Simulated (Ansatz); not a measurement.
The reference is TiO2 in the anatase structure (space group I4_1/amd, No. 141; a = 3.778 Å, c = 9.589 Å). Axes: x, y, z lie along a, b, c of the conventional cell.

Structures relaxed with plane-wave PAW DFT at the r2SCAN level (Ansatz, an electronic-structure program, 500 eV), no spin-orbit coupling, earlier PAW set.

Base:

Simulated powder pattern, Cu Kα, λ = 1.54184 Å (kinematic, ideal powder, no thermal factors, no anomalous dispersion; the 14 strongest lines at most, above 2 %, up to 2θ = 90°):

```csv
2θ (°),I/Imax (%),hkl
25.34,100,(101)
36.83,6.1,(103)
37.52,21,(004)
38.58,7.2,(112)
48.17,29,(200)
53.59,20,(105)
55.20,19,(211)
62.14,3.0,(213)
62.61,15,(204)
68.41,6.9,(116)
70.50,7.4,(220)
74.91,12,(215)
76.26,3.1,(301)
82.71,5.9,(224)
```

After one change:

Simulated powder pattern, Cu Kα, λ = 1.54184 Å (kinematic, ideal powder, no thermal factors, no anomalous dispersion; the 14 strongest lines at most, above 2 %, up to 2θ = 90°):

```json
[
 {"2θ (°)": "24.92", "I/Imax (%)": "100"},
 {"2θ (°)": "25.47", "I/Imax (%)": "99"},
 {"2θ (°)": "37.95", "I/Imax (%)": "41"},
 {"2θ (°)": "38.44", "I/Imax (%)": "14"},
 {"2θ (°)": "47.12", "I/Imax (%)": "31"},
 {"2θ (°)": "48.38", "I/Imax (%)": "28"},
 {"2θ (°)": "53.86", "I/Imax (%)": "17"},
 {"2θ (°)": "54.15", "I/Imax (%)": "20"},
 {"2θ (°)": "54.32", "I/Imax (%)": "20"},
 {"2θ (°)": "55.17", "I/Imax (%)": "18"},
 {"2θ (°)": "62.03", "I/Imax (%)": "15"},
 {"2θ (°)": "63.08", "I/Imax (%)": "14"},
 {"2θ (°)": "69.84", "I/Imax (%)": "15"},
 {"2θ (°)": "74.56", "I/Imax (%)": "13"}
]
```

**Question.** Name the change that was made.
A. uniaxial strain ε_zz = +4.62 %
B. uniaxial stress, 5 GPa tension along x
C. uniaxial strain ε_xx = +1.37 %
D. uniaxial stress, 2 GPa compression along x

**Answer.** B, uniaxial stress, 5 GPa tension along x. Its volume per atom is 11.47 Å³ against 11.41 Å³, and its space group is Imma (No. 74).

Stability under load was not tested beyond the relaxation. The final runs are not spin-polarised.
